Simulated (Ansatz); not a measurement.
Ansatz (a first-principles code) run on Hf (P6_3/mmc, 4 atoms in the cell): self-consistent single point.

Method: PBE, PAW files (plane waves; Ansatz).

```
Hf
1.0
    3.10929     0.00000     0.00000
   -1.55465     2.69272     0.00000
    0.00000     0.00000    10.00416
Hf
4
Direct
  0.00000   0.00000   0.00000
  0.00000   0.00000   0.50000
  0.33333   0.66667   0.25000
  0.66667   0.33333   0.75000
```

Reference input (self-consistent single point, DFT, PBE, plane waves, PAW files): basis.ecutwfc = 30.9 Ry; kpoints.mp_grid.grid = 12 12 4; hamiltonian.xc = pbe; hamiltonian.pseudopotentials = {kind: paw} (the program's default PAW files); scf.occupations.method = cold; scf.occupations.width = 0.01 Ry. This run's input differs from it in these lines:

Ansatz 0.2 input:
```diff
@@ -12,3 +12,3 @@
 basis:
-  ecutwfc: 30.9 Ry
+  ecutwfc: 61.7 Ry
 kpoints:
```

The program printed (abridged):

```
SCF iter   1: F=—  HF=-62888.818717 eV  |F-HF|=—  |Δ(HF+E_count)|=         —  Δρ=3.49e-2  dr2=1.18e0  ethr=3.10e-3  ⟨swp⟩=5.3  Hψ=12712  notcnv=0  defer=2
all-band conjugate gradients solve this SCF's bands
preconditioner: auto → Kerker (q_TF=auto, 2.829 Å⁻¹)
SCF iter   2: F=—  HF=-62888.578943 eV  |F-HF|=—  |Δ(HF+E_count)|=   2.40e-1  S|Δr|=    0.00e0  Δρ=2.17e-2  dr2=4.50e-1  ethr=1.14e-3  ⟨swp⟩=2.6  Hψ=7157  notcnv=0  defer=215
   [... lines left out ...]
SCF iter   7: F=—  HF=-62888.433565 eV  |F-HF|=—  |Δ(HF+E_count)|=   1.41e-4  S|Δr|=    0.00e0  Δρ=1.15e-4  dr2=1.46e-5  ethr=2.58e-8  ⟨swp⟩=3.2  Hψ=8206  notcnv=0  defer=215
SCF iter   8: F=—  HF=-62888.433563 eV  |F-HF|=—  |Δ(HF+E_count)|=   2.30e-6  S|Δr|=    0.00e0  Δρ=4.94e-5  dr2=1.12e-6  ethr=1.40e-8  ⟨swp⟩=2.0  Hψ=6327  notcnv=0  defer=215
SCF iter   9: F=-62888.433563 eV  HF=-62888.433563 eV  |F-HF|=3.86e-8  |Δ(HF+E_count)|=   7.64e-8  S|Δr|=    0.00e0  Δρ=9.98e-6  dr2=6.00e-8  ethr=9.62e-11  ⟨swp⟩=10.7  Hψ=20499  notcnv=0
SCF 1 converged in 9 iterations: F = -62888.433563 eV  dr2 = 6.00e-8
Stability not checked (fill_not_monotonic)
Free energy (F): -62888.433563 eV
Internal energy: -62888.429918 eV  (E = F + TS)
E sigma→0 (E₀):  -62888.432348 eV
Entropy (-TS):   -0.003645 eV (-0.911 meV/atom)
Fermi energy:    19.410745 eV
--- Forces (eV/Å), atoms counted from 1 ---
  atom   1  Hf     0.00000000    -0.00000000     0.00000000
   [... zero for the other atoms too ...]
--- Stress (GPa, compression-positive) ---
        9.856607      -0.000000       0.000000
        0.000000       9.856607       0.000000
        0.000000       0.000000       8.855983
  P = ⅓ Tr σ = 9.5231 GPa (95.231 kbar)
  The stress holds the Pulay correction. Without it, at fixed plane waves, as pw.x and ABINIT print it: P = 9.5190 GPa
```

The run converged in 9 iterations. Against the reference run the free energy falls by 1.5 meV/atom and the pressure hardly changes (9.53 to 9.52 GPa).

The starting cell was generated: these elements placed on a structure prototype, without a prior relaxation; it need not be a known phase or ordering of this composition. Its lattice was rescaled by a random factor within 2.5 % of one. Ansatz's pressure includes its estimate of the finite-basis (Pulay) stress.
